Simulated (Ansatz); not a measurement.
Start from TiS$_{2}$ in the CdI2 type structure (space group P-3m1, No. 164; layered, stacked along the Cartesian z axis; relaxed with 0.1 eV smearing).

```
CELL_PARAMETERS angstrom
      3.29720     0.00000     0.00000
     -1.64860     2.85546     0.00000
      0.00000     0.00000     5.33696
ATOMIC_POSITIONS crystal
  Ti 0.00000 0.00000 0.00000
  S  0.33333 0.66667 0.26904
  S  0.66667 0.33333 0.73096
```

Method: PBEsol-D3(BJ)/PAW in Ansatz (a quantum-chemistry and plane-wave program), no spin-orbit coupling.

Base values:

The pressure is 0.0 GPa. The band gap is zero.

The change: every lattice vector is stretched by 1.90 %, atoms relaxed at fixed cell.

Problem. How does this affect the pressure?

Solution. The pressure (mean of the normal stresses, compression positive) goes from zero to -3.0 GPa.

Problem. Estimate the effect on the energy relative to the base.

Solution. The energy rises by 9.6 meV/atom.

Problem. Estimate the effect on the largest internal atomic displacement.

Solution. The largest internal atomic displacement amounts to 0.047 Å.

Problem. What happens to the band gap?

Solution. The band gap stays zero.

The cells carry an imposed strain or load. Stability against distortions was not tested. All final runs are without spin polarisation. The zero or small gap of TiS2 can change with the level of theory.
